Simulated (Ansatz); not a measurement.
Consider the following.

```
SiS2
1.0
   -2.61371     3.87455     2.68270
    2.61371    -3.87455     2.68270
    2.61371     3.87455    -2.68270
S Si
4 2
Cartesian
  1.35243   2.83631   2.68270
  1.26128  -1.03824   2.68270
  1.35243   4.91278   0.00000
  1.26128   1.03824   0.00000
  0.00000   0.00000   4.02405
  0.00000   0.00000   1.34135
```

No spin polarisation.

The values are results of plane-wave PAW DFT at the PBEsol level (Ansatz, a quantum-chemistry and plane-wave program, 420 eV), no spin-orbit coupling, not measurements. Settings: 8×8×8 k-points, 0.05 eV Fermi–Dirac smearing.

**Question.** Predict the electron mass, band gap and smallest direct gap.

**Answer.** 
- Electron mass = 0.58 mₑ along a, 0.28 mₑ along b, 0.66 mₑ along c (at Γ)
- Band gap = 2.04 eV
- Smallest direct gap = 2.10 eV

Load acts through the strain it causes; cell and atoms are relaxed under it. Effective masses come from finite differences of ±0.01 Å⁻¹. Stability against distortions was not tested. Competing high-pressure phases were not computed. The cell was made from SiS₂ (space group Ibam, No. 72; made of chains) by this change: pressure 9 GPa. No dispersion term is included in the PBEsol runs.
